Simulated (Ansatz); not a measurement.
Base system: LiNbO₃ (space group R3c, No. 161).

```
LiNbO3
1.0
    2.53373     1.46285     4.56243
   -2.53373     1.46285     4.56243
    0.00000    -2.92570     4.56243
Li Nb O
2 2 6
Direct
  0.28114   0.28114   0.28114
  0.78114   0.78114   0.78114
  0.99752   0.99752   0.99752
  0.49752   0.49752   0.49752
  0.10552   0.36572   0.71719
  0.71719   0.10552   0.36572
  0.36572   0.71719   0.10552
  0.21719   0.86572   0.60552
  0.86572   0.60552   0.21719
  0.60552   0.21719   0.86572
```

Cartesian axes are those of the cell as printed.

All numbers come from LDA (Ansatz, a first-principles code; PAW; 420 eV plane waves; no SOC).

Perturbation: the cell is stretched by 0.75 % along z with no lateral relaxation; the atoms relax in the strained cell.

**Question.** Predict the stress tensor and what it implies for the stiffness.

**Answer.** Stress of the strained cell less that of the base (GPa, compression positive):
```
  -0.59    0.00    0.00
   0.00   -0.59    0.00
   0.00    0.00   -1.90
```

Then −Δσ_ii/ε with ε = 0.0075 gives relaxed-ion elastic constants: C33 ≈ 253 GPa, C13 ≈ 78 GPa and C23 ≈ 78 GPa.

Stability against distortions was not tested.
